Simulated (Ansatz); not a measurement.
**Hf, response to strain**

Take Hf in the hcp (Mg type) structure (space group P6_3/mmc, No. 194; relaxed with 0.1 eV smearing) as the base.

```xyz
2
Lattice="3.1174 0.0000 0.0000 -1.5587 2.6997 0.0000 0.0000 0.0000 4.9501" Properties=species:S:1:pos:R:3 pbc="T T T"
Hf     1.5587     0.8999     3.7126
Hf     0.0000     1.7998     1.2375
```

Cartesian axes are those of the cell as printed.

Strains are applied to the cell and any free atomic positions relax.

Computed with LDA, PAW, 420 eV (Ansatz, a first-principles code; without spin-orbit coupling).

Notes on the quantities. pressure: mean of the normal stresses, compression positive; energy relative to the base: free energy F.

```
change                          pressure  volume per atom  energy relative to the base
------------------------------  --------  ---------------  ---------------------------
base                             0.0 GPa         20.83 Å³                   0 meV/atom
uniaxial strain ε_zz = −3.00 %   4.1 GPa         20.20 Å³                 +13 meV/atom
uniaxial strain ε_zz = −2.50 %   3.4 GPa         20.31 Å³                +9.2 meV/atom
uniaxial strain ε_zz = −2.00 %   2.7 GPa         20.41 Å³                +5.8 meV/atom
uniaxial strain ε_zz = −1.50 %   2.0 GPa         20.52 Å³                +3.2 meV/atom
uniaxial strain ε_zz = −0.50 %         …         20.73 Å³                +0.4 meV/atom
uniaxial strain ε_zz = +0.50 %  -0.6 GPa         20.93 Å³                +0.3 meV/atom
uniaxial strain ε_zz = +1.00 %  -1.2 GPa         21.04 Å³                +1.4 meV/atom
uniaxial strain ε_zz = +2.00 %  -2.4 GPa         21.25 Å³                            …
uniaxial strain ε_zz = +3.00 %  -3.5 GPa         21.45 Å³                            …
```

Q: Some entries are withheld; estimate them.

A: 
- uniaxial strain ε_zz = −0.50 %, pressure: 0.6 GPa
- uniaxial strain ε_zz = +2.00 %, energy relative to the base: +5.4 meV/atom
- uniaxial strain ε_zz = +3.00 %, energy relative to the base: +12 meV/atom

No phonon test of stability was made. All final runs are without spin polarisation.
